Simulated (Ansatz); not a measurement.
Start from MgS in the rock salt structure (space group Fm-3m, No. 225).

```
MgS
1.0
    0.00000     2.60152     2.60152
    2.60152     0.00000     2.60152
    2.60152     2.60152     0.00000
Mg S
1 1
Cartesian
  0.00000   0.00000   0.00000
  2.60152   2.60152   2.60152
```

All numbers come from plane-wave PAW DFT at the r2SCAN level (Ansatz, a program for electronic structure, 500 eV), scalar-relativistic without spin-orbit coupling.

Strains are applied to the cell and any free atomic positions relax.

One change was made to it. Results:

The gap character remains indirect, Γ → X; the band gap decreases by 0.16 eV (3.46 eV → 3.30 eV); the pressure goes from zero to -5.09 GPa; the energy increases by 23 meV/atom.

### Question
Which change produced these results?
(A) isotropic strain +1.50 %
(B) isotropic strain +2.50 %
(C) isotropic strain +0.50 %
(D) isotropic strain +1.00 %

### Answer
B, isotropic strain +2.50 %. For comparison, the band gap in the other runs: isotropic strain +1.00 % gives 3.40 eV; isotropic strain +0.50 % gives 3.43 eV; isotropic strain +1.50 % gives 3.37 eV.

Stability against distortions was not tested.
